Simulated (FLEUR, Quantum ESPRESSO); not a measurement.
# One structure in several programs: DyAl₂Si₂ (P-3m1, 5 atoms in the cell)

Self-consistent single point, at a second geometry (lattice scaled by 0.98). First geometry:

```
CELL_PARAMETERS angstrom
      4.25015     0.00000     0.00000
     -2.12508     3.68074     0.00000
      0.00000     0.00000     6.72273
ATOMIC_POSITIONS crystal
  Dy 0.00000 0.00000 0.00000
  Al 0.66667 0.33333 0.35720
  Al 0.33333 0.66667 0.64280
  Si 0.66667 0.33333 0.73936
  Si 0.33333 0.66667 0.26064
```
Moments meant for the start (each program seeds them in its own way; μB, in the order of the atoms Dy Al Al Si Si): 5.0 0.0 0.0 0.0 0.0.

Shared settings, as Quantum ESPRESSO writes them: occupations = smearing; smearing = fermi-dirac; degauss = 0.0073499 Ry; nspin = 2; K_POINTS = automatic 8 8 4 0 0 0. Potentials and cutoffs stand in the table.

```csv
code,model,ΔF from the first geometry (meV/atom),largest force (eV/Å),size of the net moment (μB/atom),cutoff
Quantum ESPRESSO,"PBEsol, SSSP 1.1.2 efficiency (PBE) pseudopotentials",-11.4,0.367,0.92,50 Ry
FLEUR,"PBEsol, all-electron FLAPW (FLEUR), scalar-relativistic valence",-18.7,0.364,0.91,Kmax 3.8 1/bohr
```

Size of the force on each atom (eV/Å): Sizes of forces hide their directions.

| code | Dy1 | Al2 | Al3 | Si4 | Si5 |
|---|---|---|---|---|---|
| Quantum ESPRESSO | 0.000 | 0.062 | 0.062 | 0.367 | 0.367 |
| FLEUR | 0.000 | 0.089 | 0.089 | 0.364 | 0.364 |

On Quantum ESPRESSO's run: spin-orbit coupling is off. With one magnetic atom in the cell only a parallel order is possible. With U or open f shells several self-consistent states can exist. The f electrons are in the valence without U or exact exchange, which can misplace them near the Fermi level. Spin-orbit terms, which matter for f shells, are left out.

The spread over the programs that give each value: ΔF from the first geometry within 7.3 meV/atom; largest force within 0.003 eV/Å; size of the net moment within 0.01 μB/atom.

FLEUR treats all electrons, but the usual bases taken here (sphere radii, linearisation, local orbitals, empty states) were not tested for convergence, so the values are no reference for the others.

The starting cell comes from a database of computed structures (which also holds hypothetical and non-ambient phases and stackings), without a prior relaxation at this level. Its lattice was rescaled by a random factor within 2.5 % of one. For this run, on top of that: lattice scaled by 0.98.

Left out of this page: Ansatz (with a known weakness of the program).
